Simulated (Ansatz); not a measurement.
Input and output of a self-consistent single point for YSi₂Rh₂ (I4/mmm, 5 atoms in the cell) (Ansatz, a first-principles code)

Computed with LDA (PW92), default PAW files made with PBE (plane waves; Ansatz).

Input:

Ansatz 0.2 input:
```yaml
crystal:
  lattice:
    - [-2.026894, 2.026894, 4.994585]
    - [2.026894, -2.026894, 4.994585]
    - [2.026894, 2.026894, -4.994585]
  atoms:
    - { symbol: Y, position: [0.000000, 0.000000, 0.000000] }
    - { symbol: Si, position: [0.622370, 0.622370, 0.000000] }
    - { symbol: Si, position: [0.377630, 0.377630, 0.000000] }
    - { symbol: Rh, position: [0.250000, 0.750000, 0.500000] }
    - { symbol: Rh, position: [0.750000, 0.250000, 0.500000] }
basis:
  ecutwfc: 30.9 Ry
kpoints:
  mp_grid: { grid: [11, 11, 11] }
hamiltonian:
  xc: lda
  pseudopotentials: { kind: paw }
scf:
  occupations: { method: cold, width: 0.01 Ry }
output:
  forces: true
  eigenvalues: true
  stress: true
```

Output (repeated stretches shortened):

```
WARN ansatz: RAYON_NUM_THREADS=1 ignored (pool sized by the plan → 1); use --threads N
basis.fft_grid_basis auto: the FFT boxes are laid along the combinations [[1, 0, 1], [0, 1, 1], [0, 0, 1]] of the cell's own vectors, 4.054, 4.054 and 5.759 Å …
Pseudopotentials: kind: paw
Pseudopotential: Y, paw, valence charge 11
Pseudopotential: Si, paw, valence charge 4
Pseudopotential: Rh, paw, valence charge 17
Crystal: 5 atoms, lattice volume = 82.077 Å³
Basis set: ecut = 420.4159175005146 eV, 1637 PW (Γ), FFT grids on a1+a3, a2+a3, a3
Bands: 32, of which v1, the nominal top of the filled ones, is band 27 counted from 1 (26 counted from 0)
Symmetry: 16 space group operations
Space group: I4/mmm (ITA 139), of the structure as read, at distance tolerance 4.3e-5 Å
k-points: 126 of 1331
PAW frozen core: Y, regenerated for the run's functional, and the local potential with it
PAW frozen core: Si, regenerated for the run's functional, and the local potential with it
PAW frozen core: Rh, regenerated for the run's functional, and the local potential with it
Initial density: superposition of atomic densities (neutral atoms: chi_scale 0, normalization atom), corrected by the library's trained network
Initial wavefunctions: pseudopotential atomic-orbital guess
Eigensolver: davidson
Functional: x = slater, c = lda
SCF iter   1: F=—  HF=-17526.023634 eV  |F-HF|=—  |Δ(HF+E_count)|=         —  Δρ=7.17e-3  dr2=3.14e-2  ethr=1.77e-3  ⟨swp⟩=5.3  Hψ=15859  notcnv=0
all-band conjugate gradients solve this SCF's bands
preconditioner: auto → Kerker (q_TF=auto, 2.536 Å⁻¹)
SCF iter   2: F=—  HF=-17526.020999 eV  |F-HF|=—  |Δ(HF+E_count)|=   2.64e-3  S|Δr|=    0.00e0  Δρ=3.62e-3  dr2=7.21e-3  ethr=5.92e-5  ⟨swp⟩=1.2  Hψ=5063  notcnv=0
SCF iter   3: F=—  HF=-17526.019934 eV  |F-HF|=—  |Δ(HF+E_count)|=   1.07e-3  S|Δr|=    0.00e0  Δρ=6.78e-4  dr2=4.37e-4  ethr=1.36e-5  ⟨swp⟩=2.4  Hψ=6134  notcnv=0
SCF iter   4: F=—  HF=-17526.019836 eV  |F-HF|=—  |Δ(HF+E_count)|=   9.81e-5  S|Δr|=    0.00e0  Δρ=1.74e-4  dr2=5.21e-5  ethr=8.25e-7  ⟨swp⟩=2.1  Hψ=5691  notcnv=0
SCF iter   5: F=—  HF=-17526.019826 eV  |F-HF|=—  |Δ(HF+E_count)|=   9.07e-6  S|Δr|=    0.00e0  Δρ=4.75e-5  dr2=1.86e-6  ethr=9.84e-8  ⟨swp⟩=2.4  Hψ=5137  notcnv=0
SCF iter   6: F=—  HF=-17526.019826 eV  |F-HF|=—  |Δ(HF+E_count)|=   5.14e-7  S|Δr|=    0.00e0  Δρ=9.53e-6  dr2=1.09e-7  ethr=3.50e-9  ⟨swp⟩=2.0  Hψ=5778  notcnv=0
SCF iter   7: F=-17526.019826 eV  HF=-17526.019826 eV  |F-HF|=3.78e-9  |Δ(HF+E_count)|=   1.81e-8  S|Δr|=    0.00e0  Δρ=1.97e-6  dr2=5.62e-9  ethr=1.89e-10  ⟨swp⟩=7.0  Hψ=15380  notcnv=0
SCF 1 converged in 7 iterations: F = -17526.019826 eV  dr2 = 5.62e-9
SCF converged after 7 iterations
Stability not checked (fill_not_monotonic)
Free energy (F): -17526.019826 eV
Harris-Foulkes:  -17526.019826 eV  (|F-HF|=3.78e-9)
Internal energy: -17526.016386 eV  (E = F + TS)
E sigma→0 (E₀):  -17526.018679 eV
Entropy (-TS):   -0.003440 eV (-0.688 meV/atom)
Fermi energy:    14.727741 eV
--- Per-component energies (eV) ---
  E_band       = -426.923577
  E_kinetic    = 1543.094096
  E_local      = -5526.297329  (includes V_loc(G=0)·N_el)
  E_nonlocal   = 825.573704
  E_hartree    = 2099.128641
  E_xc         = -727.821653
  E_vxc        = -856.049847  (∫ρ·V_xc dr)
  E_paw        = -10624.792635  (= ΣΔE_a)
  E_vpaw       = -611.507413  (= ΣTr[D̂ρ^β])
  E_aug_tail   = 0.001565  (compensation charges beyond the density's cutoff)
  E_ewald      = -5116.645986
  E_core_change = 1.743212  (= ΣΔE_core)
  E_smearing   = -0.003440  (= −TS)
  E_closure    = -0.000000  (closes the sum)
  Σ components = -17526.019826   (vs F -17526.019826, Δ=0.00e0)
--- Forces (eV/Å), atoms counted from 1 ---
  atom   1  Y     -0.00000000     0.00000000     0.00000000
  atom   2  Si    -0.00000000     0.00000000     0.25135812
  atom   3  Si     0.00000000     0.00000000    -0.25135812
  atom   4  Rh     0.00000000    -0.00000000     0.00000000
  atom   5  Rh    -0.00000000    -0.00000000     0.00000000
  max |Σ_I F_I| component: 1.73e-17 eV/Å
--- Stress (GPa, compression-positive) ---
       -8.464789       0.000000       0.000000
        0.000000      -8.464789       0.000000
        0.000000       0.000000      -7.484093
  P = ⅓ Tr σ = -8.1379 GPa (-81.379 kbar)
  The stress holds the Pulay correction. Without it, at fixed plane waves, as pw.x and ABINIT print it: P = -8.1909 GPa
--- Band table (eV; the first three rows and the last of 126) ---
  k-point 0: bands = ["-63.8938", "-63.8596", "-32.0048", "-32.0048", "-31.8121", "-31.8121", "-31.8070", "-31.7623", "-27.6428", "-7.7088", "-7.6828", "-7.6828", "3.9237", "6.9162", "8.4432", "9.9600", "9.9905", "9.9905", "11.5797", "12.2022", [...]
  k-point 1: bands = ["-63.8925", "-63.8610", "-32.0068", "-31.9882", "-31.8297", "-31.8106", "-31.8052", "-31.7640", "-27.6420", "-7.7072", "-7.6928", "-7.6902", "4.0696", "6.9675", "8.5915", "9.7437", "10.0873", "10.1531", "11.2752", "12.0225", [...]
  k-point 2: bands = ["-63.8888", "-63.8646", "-32.0124", "-31.9435", "-31.8767", "-31.8065", "-31.8002", "-31.7686", "-27.6397", "-7.7179", "-7.7099", "-7.7031", "4.4596", "7.0999", "8.8915", "9.4894", "10.3592", "10.4465", "10.9441", "11.2903", [...]
  k-point 125: bands = ["-63.8931", "-63.8603", "-32.0012", "-32.0009", "-31.8163", "-31.8160", "-31.8070", "-31.7631", "-27.6407", "-7.7246", "-7.6906", "-7.6797", "5.0231", "5.4938", "8.7252", "9.9387", "9.9447", "10.0867", "10.8907", "11.4094", [...]
```

The run converged in 7 iterations.

The starting cell comes from a database of computed structures (which also holds hypothetical and non-ambient phases and stackings), without a prior relaxation at this level. Its lattice was rescaled by a random factor within 2.5 % of one. Spin polarisation is off. With a pressure of about -8 GPa the cell is away from its equilibrium volume at this level. Ansatz's pressure includes its estimate of the finite-basis (Pulay) stress.
